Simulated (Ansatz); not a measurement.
A (6,0) arsenic nanotube, stretched and compressed along its axis from its relaxed period of 6.223 Å, atoms relaxed at each length.

The numbers are results of PBE (plane waves to 420 eV, PAW; Ansatz, a program for electronic structure), not measurements. Mesh 1×1×6. No spin polarisation. One-dimensional cell, images about 11 Å apart. A hypothetical model, rolled from the flat sheet. Symmetry and one short period hold its shape; lower forms weren't sought. Values not marked SOC lack spin–orbit coupling. Buckling under compression is shut out by symmetry and the short period. Energies are free energies at a Fermi–Dirac width of 0.02 eV, from the unstrained cell.

| strain (%) | energy (meV a period) | axial force (nN) | PBE gap (eV) |
|---|---|---|---|
| -3.0 | +167 | -2.93 | 1.18 |
| -1.5 | +41 | -1.41 | 1.20 |
| 0.0 | 0 | -0.02 | 1.21 |
| +1.5 | +37 | +1.28 | 1.23 |
| +3.0 | +147 | +2.48 | 1.24 |
| +6.0 | +563 | +4.59 | 0.99 |

The slope of the force at zero strain is 90 nN.
